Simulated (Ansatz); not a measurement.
## How a calculation on YMg6Cr (Amm2, 8 atoms in the cell) responds to its settings

```
YMg6Cr
1.0
    4.99733     0.00000     0.00000
    0.00000     3.19746     5.54989
    0.00000    -3.19746     5.54989
Y Mg Cr
1 6 1
Cartesian
  0.00000   0.00000   9.16743
  0.00000  -1.53466   6.44443
  0.00000   1.53466   6.44443
  0.00000   0.00000   3.74740
  2.49866  -1.56567   4.67934
  2.49866   1.56567   4.67934
  2.49866   0.00000   1.85156
  2.49866   0.00000   7.38513
```
Moments meant for the start (each program seeds them in its own way; μB, in the order of the atoms Y Mg Mg Mg Mg Mg Mg Cr): 0.0 0.0 0.0 0.0 0.0 0.0 0.0 3.0.

Base run A: PBEsol, PAW files made with PBE run with Ansatz (a first-principles code), self-consistent single point.

Its settings: basis.ecutwfc = 420 eV; kpoints.mp_grid.grid = 4 3 3; hamiltonian.xc = pbesol; hamiltonian.pseudopotentials = {kind: paw} (the program's default PAW files); magnetization.spin_polarized = true; scf.occupations.method = gaussian; scf.occupations.width = 0.272 eV.

The starting cell comes from a database of computed structures (which also holds hypothetical and non-ambient phases and stackings), without a prior relaxation at this level. Its lattice was rescaled by a random factor within 2.5 % of one. With one magnetic atom in the cell only a parallel order is possible. Ansatz's pressure includes its estimate of the finite-basis (Pulay) stress.

ΔF is the free energy per atom less that of run A. 

The first pressure column holds Ansatz's estimate of the finite-basis (Pulay) stress, which hides part of the cutoff error; the other is without it.

In some runs the Pulay estimate is large (up to 20 GPa), a sign of a cutoff far from converged.

Run A gave: pressure (GPa) 0.75; largest force (eV/Å) 0.128; size of the net moment (μB/atom) 0.50; pressure at a fixed set of plane waves (GPa) 0.74.

Runs:
- B: lattice scaled by 0.97
- C: lattice scaled by 0.97; basis.ecutwfc: 420 eV → 250 eV
- D: lattice scaled by 0.985
- E: lattice scaled by 0.985; basis.ecutwfc: 420 eV → 250 eV
- F: lattice scaled by 1.015
- G: lattice scaled by 1.015; basis.ecutwfc: 420 eV → 250 eV
- H: lattice scaled by 1.03
- I: lattice scaled by 1.03; basis.ecutwfc: 420 eV → 250 eV
- J: basis.ecutwfc: 420 eV → 250 eV

Task: What does run B change against A?

Result: The free energy rises by 35.9 meV/atom, the pressure goes from 0.75 to 5.52 GPa, the largest force goes from 0.128 to 0.175 eV/Å and the size of the net moment moves little (0.50 to 0.48 μB/atom).

Task: What does run J change against A?

Result: The free energy rises by 364 meV/atom, the pressure goes from 0.75 to 0.88 GPa, the largest force goes from 0.128 to 0.143 eV/Å and the size of the net moment stays at 0.50 μB/atom.

Task: What does run D change against A?

Result: The free energy rises by 11.0 meV/atom, the pressure goes from 0.75 to 2.93 GPa, the largest force goes from 0.128 to 0.149 eV/Å and the size of the net moment moves little (0.50 to 0.49 μB/atom).

| run | ΔF (meV/atom) | pressure (GPa) | largest force (eV/Å) | size of the net moment (μB/atom) | pressure at a fixed set of plane waves (GPa) |
|---|---|---|---|---|---|
| A | 0.00 | 0.75 | 0.128 | 0.50 | 0.74 |
| B | 35.9 | 5.52 | 0.175 | 0.48 | 5.51 |
| C | 404.2 | 5.63 | 0.199 | 0.48 | -14.06 |
| D | 11.0 | 2.93 | 0.149 | 0.49 | 2.92 |
| E | 375.7 | 3.01 | 0.172 | 0.49 | -15.63 |
| F | 1.23 | -1.07 | 0.114 | 0.51 | -1.08 |
| G | 363.3 | -1.02 | 0.118 | 0.51 | -17.98 |
| H | 13.3 | -2.59 | 0.103 | 0.52 | -2.60 |
| I | 373.1 | -2.56 | 0.102 | 0.52 | -18.69 |
| J | 364.2 | 0.88 | 0.143 | 0.50 | -17.00 |

Keys are those of Ansatz 0.2.
